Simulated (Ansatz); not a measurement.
Levels about the gap of amorphous Si$_{24}$O$_{48}$Ru (73 atoms in a cell of 1099 Å³, 2.33 g/cm³; zone centre alone, so wide bands show as single levels with stretches between that a denser mesh fills), at the geometry that PBE relaxed, where it gives 0.6 GPa on a denser mesh. The participation number counts the atoms over which a state spreads; weights are charges in smoothed Voronoi cells. The levels come from a single point, so bond lengths are those of that geometry. Method of the levels: PBE, scalar-relativistic without spin-orbit coupling (Ansatz, an electronic-structure program). Sampling: the zone centre alone; Fermi-Dirac width 0.01 eV; collinear spin, started from moments on atoms; no Hubbard U, moments started parallel, and no other order was tried (at the end a net moment of 2.0 μB). In the spin-polarised cell the level spacing at the Fermi energy can part levels of unlike spin. At PBE the levels at both edges of the gap are localised (band-tail or defect states), and the nearest spread-out levels lie 5.3 eV apart at the zone centre.

A CHGNet melt-quench gave the starting glass, which DFT then relaxed. O atoms were pushed apart under 1.9 Å during the dynamics, to hinder bonds among them. The hot cell started wider than the set density and was brought back towards it in steps. It is the lowest in DFT energy of 2 quenches. It is a model cell: composition and starting density were chosen by hand, and all elements were melted together. No dispersion term was used. Its density started from a set value of 2.33 and ended at 2.33 g/cm³. The quench (nominally 320 K/ps over its main leg) was far faster than any real one, so the model tends to hold more defects than a real film. One small periodic cell is one sample of the glass; other quenches scatter about these values. The volume was held where the preparation left it and the shape relaxed, at a PBE pressure of 0.6 GPa. Stress components on the final sampling reach 0.6 GPa.

```
E - E(highest filled), eV  filling  spin  participation number        largest on  weight Ru  weight O  weight Si
-------------------------  -------  ----  --------------------  ----------------  ---------  --------  ---------
-1.56                       filled    dn                   4.7  Ru, 4 neighbours       0.37      0.40       0.23
-1.12                       filled    up                   4.9  Ru, 4 neighbours       0.37      0.43       0.20
-0.84                       filled    dn                   4.6  Ru, 4 neighbours       0.37      0.39       0.24
-0.77                       filled    up                   1.5  Ru, 4 neighbours       0.81      0.12       0.07
-0.25                       filled    up                   2.5  Ru, 4 neighbours       0.61      0.32       0.06
-0.19                       filled    dn                   1.5  Ru, 4 neighbours       0.81      0.12       0.07
0.00                        filled    up                   2.7  Ru, 4 neighbours       0.55      0.40       0.05
1.15                         empty    dn                   2.3  Ru, 4 neighbours       0.65      0.28       0.07
1.31                         empty    dn                   2.1  Ru, 4 neighbours       0.67      0.28       0.05
2.11                         empty    up                   4.6  Ru, 4 neighbours       0.37      0.30       0.33
2.37                         empty    dn                   4.2  Ru, 4 neighbours       0.41      0.29       0.30
2.86                         empty    up                   6.0  Ru, 4 neighbours       0.31      0.41       0.28
3.11                         empty    dn                   6.9  Ru, 4 neighbours       0.32      0.43       0.25
3.53                         empty    up                  61.3  Ru, 4 neighbours       0.05      0.67       0.28
```

Most localised among these is the filled level at -0.77 eV, on a Ru atom, which has 4 neighbours (O 1.88 Å, O 1.97 Å, Si 2.29 Å, Si 2.37 Å).
